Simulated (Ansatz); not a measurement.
**What pressure 4.5 GPa does to ZrO2**

Start from ZrO$_{2}$ in the fluorite structure (space group Fm-3m, No. 225; a = 5.089 Å).

The change: a hydrostatic pressure of 4.5 GPa.

The values are results of r2SCAN (Ansatz, a quantum-chemistry and plane-wave program), no spin-orbit coupling, not measurements. k-mesh 11×11×11 (Γ-centred); smearing 0.05 eV (Fermi–Dirac).

- Volume per atom: 10.80 Å³ (base 10.98 Å³)
- Density: 6.31 g/cm³ (base 6.21 g/cm³)
- Shortest interatomic distance: 2.191 Å (base 2.204 Å)
- Enthalpy H = E + PV relative to the base's energy: +0.31 eV/atom
- Band gap: 3.94 eV (base 3.89 eV)
- Gap character: indirect, X → Γ (base indirect, X → Γ)
- Mean gap deformation potential ΔEg/Δln V: -3.1 eV
- Width of the top valence band: 1.69 eV (base 1.67 eV)
- Electron mass (degenerate bands, along [100]): 0.52, 2.0 mₑ (at Γ) (base 0.53, 2.1 mₑ (at Γ))
- Valley order (the lowest conduction-band minima on the path, energy above the VBM, named in the base's zone): Γ 3.94 eV; a point along ⟨110⟩, about 0.8 Å⁻¹ from Γ 4.35 eV; X along ⟨100⟩ 4.36 eV; L along ⟨111⟩ 4.57 eV (base Γ 3.89 eV; X along ⟨100⟩ 4.29 eV; a point along ⟨110⟩, about 0.8 Å⁻¹ from Γ 4.29 eV; L along ⟨111⟩ 4.50 eV)

Final structure:

```yaml
crystal:
  lattice:
    - [0.00000, 2.53038, 2.53038]
    - [2.53038, 0.00000, 2.53038]
    - [2.53038, 2.53038, 0.00000]
  atoms:
    - { symbol: Zr, position: [0.00000, 0.00000, 0.00000] }
    - { symbol: O, position: [0.25000, 0.25000, 0.25000] }
    - { symbol: O, position: [0.75000, 0.75000, 0.75000] }
```

Load acts through the strain it causes; cell and atoms are relaxed under it. Masses are band curvatures over ±0.01 Å⁻¹ around the edge. No phonon test of stability was made. This is not the structure that ZrO2 has at room temperature and ambient pressure.
